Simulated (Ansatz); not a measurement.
Worked calculations on one periodic cell of amorphous Hf₁₈O₃₇Ca: Hf18O37Ca, 56 atoms, volume 727.3 Å³, made by a melt-quench on the CHGNet potential and relaxed with DFT. O atoms were pushed apart under 1.9 Å during the dynamics, to hinder bonds among them. It is a model cell: composition and starting density were chosen by hand, and all elements were melted together. Cycles of charging were run to anneal it. The numbers are results of PBE, scalar-relativistic without spin-orbit coupling (plane waves to 420 eV, PAW; Ansatz, a program for electronic structure), not measurements. Sampling: a 2×2×2 Γ-centred mesh; Fermi-Dirac width 0.02 eV; no spin polarisation. Its volume was held where the quench left it, its shape was free, and it stands at a mean pressure of -0.5 GPa with stress components up to 0.6 GPa; the relaxation ran on the zone centre alone. Its density went from a set 8.78 to 8.78 g/cm³. The cell is small and was quenched far faster than a real film, so it is one sample of the glass.

Four energies for an added electron at PBE on the zone centre alone (charged cells in a uniform background, spin-polarised): neutral at the neutral geometry -305889.062 eV; charged at the neutral geometry -305873.329 eV; charged and relaxed -305873.800 eV; neutral at the charged geometry -305888.244 eV.

**Question.** Find the two relaxation energies and their sum, the reorganisation energy.

**Answer.** On charging: -305873.329 − (-305873.800) = 0.471 eV. On discharging: -305888.244 − (-305889.062) = 0.818 eV. The sum is 1.289 eV. The carrier's level spreads over 9 of the 56 atoms' worth, so it counts as partly localised, most on one Hf atom with neighbours O 1.98 Å, O 2.02 Å, O 2.11 Å, O 2.12 Å, O 2.14 Å, O 2.20 Å (neutral geometry). The values are uncorrected: the image energy of a point charge in this cell, 2.84 × 14.40 / (2 × 9.0) = 2.3 eV before screening, is screened by electrons alone at the fixed geometry and by ions too after relaxing, and the carrier can be spread before it relaxes, so each term can be off by up to that value times 1/ε∞, some tenths of an eV. PBE's self-interaction favours spread-out carriers, so a hybrid can localise more.

Four energies for a hole at PBE on the zone centre alone (charged cells in a uniform background, spin-polarised): neutral at the neutral geometry -305889.062 eV; charged at the neutral geometry -305900.789 eV; charged and relaxed -305901.018 eV; neutral at the charged geometry -305888.310 eV.

**Question.** Find the two relaxation energies and their sum, the reorganisation energy.

**Answer.** On charging: -305900.789 − (-305901.018) = 0.229 eV. On discharging: -305888.310 − (-305889.062) = 0.752 eV. The sum is 0.981 eV. The carrier's level spreads over 4 of the 56 atoms' worth, so it counts as localised, most on one O atom with neighbours Hf 2.08 Å, Hf 2.11 Å, Hf 2.36 Å (neutral geometry). The values are uncorrected: the image energy of a point charge in this cell, 2.84 × 14.40 / (2 × 9.0) = 2.3 eV before screening, is screened by electrons alone at the fixed geometry and by ions too after relaxing, and the carrier can be spread before it relaxes, so each term can be off by up to that value times 1/ε∞, some tenths of an eV. PBE's self-interaction favours spread-out carriers, so a hybrid can localise more.
